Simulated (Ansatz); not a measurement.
## Response to strain in SiC

Take SiC in the zinc blende structure (space group F-43m, No. 216) as the base.

```
CELL_PARAMETERS angstrom
      0.00000     2.16449     2.16449
      2.16449     0.00000     2.16449
      2.16449     2.16449     0.00000
ATOMIC_POSITIONS crystal
  Si 0.00000 0.00000 0.00000
  C  0.25000 0.25000 0.25000
```

Cartesian axes are those of the cell as printed.

Strains are applied to the cell and any free atomic positions relax.

Level of theory: Kohn–Sham DFT with the LDA functional, run in Ansatz (a program for electronic structure) with PAW and 420 eV plane waves, scalar-relativistic without spin-orbit coupling.

Candidates:
(a) uniaxial strain ε_zz = +3.00 %
(b) uniaxial strain ε_zz = −2.00 %
(c) uniaxial strain ε_zz = +1.00 %

Notes on the quantities. energy relative to the base: free energy F.

Task: Order them by energy relative to the base, lowest first.

Result: (c) uniaxial strain ε_zz = +1.00 % (+1.3 meV/atom), (b) uniaxial strain ε_zz = −2.00 % (+5.1 meV/atom), (a) uniaxial strain ε_zz = +3.00 % (+11 meV/atom)

Stability against distortions was not tested.
